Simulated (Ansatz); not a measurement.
Partial pair distribution functions of a relaxed model of amorphous Si30N40Mo, broadened by 0.06 Å; density 3.09 g/cm³. Computed with PBE, scalar-relativistic without spin-orbit coupling (plane waves to 420 eV, PAW; Ansatz, a program for electronic structure). The usual formal charges leave 6 electrons over, so the level spacing at the Fermi energy parts defect or band states and needn't be the band gap.

The cell was made by melting and quenching with the CHGNet potential and then relaxed with DFT. N atoms were pushed apart under 1.9 Å during the dynamics, to hinder bonds among them. The hot cell started wider than the set density and was brought back towards it in steps. It is the lowest in DFT energy of 2 quenches. It is a model cell: composition and starting density were chosen by hand, and all elements were melted together. No dispersion term was used. Its density started from a set value of 3.09 and ended at 3.09 g/cm³. The simulated quench (nominally 380 K/ps over its main leg) is rapid and tends to freeze in more defects than a deposited or slowly cooled glass has. A cell of this size samples the disorder only roughly. The volume was free in the relaxation, at fixed shape. Stress components on the final sampling reach 5.3 GPa. On a 2×2×2 Γ-centred mesh force components of up to 0.17 eV/Å stay, since the relaxation ran on the zone centre alone.

```tsv
r (Å)	g Si-N	g N-Mo	g Si-Si	g N-N
1.45	0.00	0.00	0.00	0.00
1.55	0.20	0.00	0.00	0.00
1.65	4.14	0.00	0.00	0.00
1.75	10.58	0.00	0.00	0.00
1.85	4.47	0.04	0.00	0.00
1.95	0.73	1.92	0.00	0.00
2.05	0.17	8.62	0.00	0.00
2.15	0.03	4.18	0.00	0.00
2.25	0.00	0.24	0.00	0.01
2.35	0.00	0.00	0.14	0.23
2.45	0.00	0.00	0.70	0.69
2.55	0.00	0.00	0.90	1.06
2.65	0.00	0.32	1.14	1.77
2.75	0.08	1.41	0.99	3.00
2.85	0.24	0.53	2.10	3.60
2.95	0.41	1.13	2.84	3.08
3.05	0.59	0.53	2.98	2.09
3.15	0.92	0.02	2.56	1.42
3.25	1.10	0.10	1.64	0.92
3.35	0.97	0.84	1.00	0.40
3.45	1.28	0.45	0.45	0.35
3.55	1.53	0.02	0.43	0.42
3.65	1.12	0.02	0.42	0.46
3.75	1.25	0.45	0.61	0.46
3.85	1.36	1.15	0.47	0.46
3.95	1.30	0.94	0.33	0.77
4.05	1.24	1.80	0.39	0.83
4.15	1.27	2.84	0.67	0.70
4.25	1.46	3.21	0.91	0.68
4.35	1.61	1.62	1.18	0.67
4.45	1.50	1.08	1.19	0.65
4.55	1.11	1.25	1.16	0.91
4.65	0.86	0.24	0.78	1.17
```

Within 2.18 Å each Si has 3.93 N neighbours on average.
